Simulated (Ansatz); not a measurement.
For ScPt3C (model structure, started from the Ni3MgC type, Pm-3m, No. 221, 5 atoms in the cell), PBE (plane waves, PAW; Ansatz, an electronic-structure program) gives:

| Item | Result |
|---|---|
| equilibrium lattice constant a | 4.238 Å |
| bulk modulus | 197 GPa |

Q: What does r²SCAN (plane waves, PAW; Ansatz) give for the same quantities?

A: 
- lattice constant a: 4.216 Å (shrinks by 0.5 %)
- bulk modulus: 211 GPa (goes up by 7.1 %)

Changes are worked out from the printed values.

Unless a cell is named, each level is at its own relaxed cell (PBE 15.23, r²SCAN 14.99 Å³/atom).

Levels without +SOC leave out spin–orbit coupling, which shifts energies and cells of such heavy elements.

Caveats: the bulk modulus is −V dP/dV from two relaxed cells at ±2 % in volume (PBE, r²SCAN). Ansatz's density-functional and Hartree–Fock values are scalar-relativistic unless marked +SOC, with PAW data made under PBE.

A model structure was made by putting elements into a prototype or built by hand; it is no filed structure, need not be a known phase, and can be a saddle point held by its symmetry.
